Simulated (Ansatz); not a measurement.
**A constructed model of the (0001) surface of hcp Os, a pseudomorphic layer of Cu in the host's stacking (bottom of the slab: a bare face, its two planes held)**

The numbers are results of PBE (plane waves to 420 eV, PAW; Ansatz, a first-principles code), not measurements.

Model: 7-atom slab, 13.3 Å thick at the start, 16x16x1 mesh, Fermi-Dirac 0.1 eV, dipole correction, 2 atoms held, the rest relaxed; symmetry of the start imposed; no spin, no spin-orbit, no U. It is one candidate, not shown to be the stable structure of the face.

```json
{
 "work_function_of_the_top_face": "4.57 eV",
 "energy_released_by_relaxation": "0.21 eV",
 "cost": "around 2.6 core-minutes (rough)"
}
```
